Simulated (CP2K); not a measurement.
A working CP2K input for Rb₃ScCl₆ (Fm-3m, 10 atoms in the cell) (DFT PBEsol, GPW, DZVP-MOLOPT-SR-GTH basis, GTH-PBE potentials (GTH_POTENTIALS)):

```
&GLOBAL
  PROJECT bulk
  RUN_TYPE ENERGY_FORCE
  PRINT_LEVEL MEDIUM
&END GLOBAL
&FORCE_EVAL
  METHOD Quickstep
  STRESS_TENSOR ANALYTICAL
  &DFT
    BASIS_SET_FILE_NAME BASIS_MOLOPT
    POTENTIAL_FILE_NAME GTH_POTENTIALS
    &QS
      METHOD GPW
      EPS_DEFAULT 1E-10
    &END QS
    &MGRID
      CUTOFF 600
      REL_CUTOFF 50
      NGRIDS 5
    &END MGRID
    &SCF
      SCF_GUESS ATOMIC
      EPS_SCF 1E-6
      MAX_SCF 100
      ADDED_MOS 14
      &DIAGONALIZATION
        ALGORITHM STANDARD
      &END DIAGONALIZATION
      &MIXING
        METHOD BROYDEN_MIXING
        ALPHA 0.2
        NBUFFER 10
      &END MIXING
      &SMEAR ON
        METHOD GAUSSIAN
        SIGMA [eV] 0.02
      &END SMEAR
    &END SCF
    &KPOINTS
      SCHEME MONKHORST-PACK 3 3 3
    &END KPOINTS
    &XC
      &XC_FUNCTIONAL
        &PBE
          PARAMETRIZATION PBESOL
        &END PBE
      &END XC_FUNCTIONAL
    &END XC
    &PRINT
      &MO
        EIGENVALUES T
        OCCUPATION_NUMBERS T
        NDIGITS 8
        FILENAME mo
        &EACH
          QS_SCF 0
        &END EACH
        ADD_LAST NUMERIC
      &END MO
      &MULLIKEN ON
      &END MULLIKEN
    &END PRINT
  &END DFT
  &SUBSYS
    &CELL
      A 7.88151100 0.00000000 0.00000000
      B 3.94075600 6.82558900 0.00000000
      C 3.94075600 2.27519600 6.43522700
      PERIODIC XYZ
    &END CELL
    &COORD
      SCALED
      Rb       0.75000000     0.75000000     0.75000000
      Rb       0.25000000     0.25000000     0.25000000
      Rb       0.50000000     0.50000000     0.50000000
      Sc       0.00000000     0.00000000     0.00000000
      Cl       0.77587000     0.22413000     0.22413000
      Cl       0.22413000     0.77587000     0.77587000
      Cl       0.22413000     0.77587000     0.22413000
      Cl       0.77587000     0.22413000     0.77587000
      Cl       0.22413000     0.22413000     0.77587000
      Cl       0.77587000     0.77587000     0.22413000
    &END COORD
    &KIND Rb
      BASIS_SET DZVP-MOLOPT-SR-GTH-q9
      POTENTIAL GTH-PBE-q9
    &END KIND
    &KIND Sc
      BASIS_SET DZVP-MOLOPT-SR-GTH-q11
      POTENTIAL GTH-PBE-q11
    &END KIND
    &KIND Cl
      BASIS_SET DZVP-MOLOPT-SR-GTH-q7
      POTENTIAL GTH-PBE-q7
    &END KIND
  &END SUBSYS
  &PRINT
    &FORCES ON
    &END FORCES
    &STRESS_TENSOR ON
    &END STRESS_TENSOR
  &END PRINT
&END FORCE_EVAL
```

The run converged in 15 iterations: free energy E − TS -5687.4169 eV; top of the valence band (on the code's own zero) -0.03 eV; gap on the k-point mesh 4.00 eV; pressure -0.95 GPa; largest force (vector length) 0.248 eV/Å. Each of these slips is then made, one at a time:

(1)
```diff
+        BETA 0
```

(2)
```diff
-      ADDED_MOS 14
+      ADDED_MOS 15
+      Cl       0.77587000     0.77587000     0.22413000
```

Question: How does each altered input end?

Answer: 
(1) A screening parameter of zero in the density mixing. The program stopped before any SCF iteration, with the message: Mixing employing the Kerker damping factor needs BETA /= 0.0 qs_scf_initialization.F:740.

(2) One atom entered twice. The program stopped before any SCF iteration, with the message: GEOMETRY wrong or EMAX_SPLINE too small! fist_neighbor_lists.F:606.

The starting cell comes from a database of computed structures (which also holds hypothetical and non-ambient phases and stackings), without a prior relaxation at this level. Its lattice was rescaled by a random factor within 2.5 % of one. Values carry the incompleteness of an atom-centred basis. The potentials were made for another functional than the one used.

Left out of this page: 4 runs of the series outside the window shown, repeating another row's setting, or not comparable; 1 run of the series stopped by limits of time or memory.
